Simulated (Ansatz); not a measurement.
Density of states of AlN (P6_3mc) above the conduction band minimum, Ansatz (a quantum-chemistry and plane-wave program) with PBEsol with spin-orbit coupling, rigid bands; cell volume 41.8 Å³.

```json
[
 {"energy from edge (eV)": "0.006", "10⁻³ states/eV/cell": "3.59"},
 {"energy from edge (eV)": "0.031", "10⁻³ states/eV/cell": "8.30"},
 {"energy from edge (eV)": "0.056", "10⁻³ states/eV/cell": "11.3"},
 {"energy from edge (eV)": "0.081", "10⁻³ states/eV/cell": "13.9"},
 {"energy from edge (eV)": "0.106", "10⁻³ states/eV/cell": "16.1"},
 {"energy from edge (eV)": "0.131", "10⁻³ states/eV/cell": "18.2"},
 {"energy from edge (eV)": "0.156", "10⁻³ states/eV/cell": "20.2"},
 {"energy from edge (eV)": "0.181", "10⁻³ states/eV/cell": "22.6"},
 {"energy from edge (eV)": "0.206", "10⁻³ states/eV/cell": "24.1"},
 {"energy from edge (eV)": "0.231", "10⁻³ states/eV/cell": "26.0"},
 {"energy from edge (eV)": "0.256", "10⁻³ states/eV/cell": "28.0"},
 {"energy from edge (eV)": "0.281", "10⁻³ states/eV/cell": "29.9"},
 {"energy from edge (eV)": "0.319", "10⁻³ states/eV/cell": "32.6"},
 {"energy from edge (eV)": "0.344", "10⁻³ states/eV/cell": "34.3"},
 {"energy from edge (eV)": "0.369", "10⁻³ states/eV/cell": "35.8"},
 {"energy from edge (eV)": "0.394", "10⁻³ states/eV/cell": "38.6"},
 {"energy from edge (eV)": "0.419", "10⁻³ states/eV/cell": "40.2"},
 {"energy from edge (eV)": "0.444", "10⁻³ states/eV/cell": "42.3"},
 {"energy from edge (eV)": "0.469", "10⁻³ states/eV/cell": "44.2"},
 {"energy from edge (eV)": "0.494", "10⁻³ states/eV/cell": "46.2"},
 {"energy from edge (eV)": "0.519", "10⁻³ states/eV/cell": "47.9"},
 {"energy from edge (eV)": "0.544", "10⁻³ states/eV/cell": "50.3"},
 {"energy from edge (eV)": "0.569", "10⁻³ states/eV/cell": "52.0"},
 {"energy from edge (eV)": "0.594", "10⁻³ states/eV/cell": "54.7"}
]
```

Q: What effective density of states at 300 K does this give (∫ g(E) exp(−E/k_BT) dE, both spins, divided by the cell's size)?

A: 4.2e18 cm⁻³, a density-of-states mass of 0.30 mₑ, valleys and band degeneracy included.

Geometry: cell and atoms relaxed with PBEsol.
